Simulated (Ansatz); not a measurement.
# K under a change: x(Cs) = 0.5, 4 atoms, Fd-3m

Take K in the bcc (W type) structure (space group Im-3m, No. 229; a = 5.2124 Å) as the base.

The other end (x = 1) is Cs in the bcc (W type) structure (space group Im-3m, No. 229): 108.14 Å³/atom, gap zero.

One thing is altered: Cs replaces 50.0 % of the K, ordered in a cell of 4 atoms (starting symmetry Fd-3m) and fully relaxed.

All numbers come from PBEsol/PAW in Ansatz (a first-principles code), spin-orbit coupling left out, earlier PAW set. Γ-centred 7×7×7 mesh, Fermi–Dirac width 0.05 eV, for the changed cell.

```csv
quantity,base,changed,shift
volume per atom,70.81 Å³,86.68 Å³,+15.87 Å³
density,0.92 g/cm³,1.65 g/cm³,+0.73 g/cm³
band gap,zero,zero,–
mixing energy (to 0.01 eV only: unlike meshes or grids),–,+0.01 eV/atom,–
deviation of the volume from the linear (Vegard-type) interpolation,–,-3.1 %,–
```

These are small ordered cells, not random alloys; other orderings at the same x differ. Stability against distortions was not tested. All final runs are without spin polarisation.
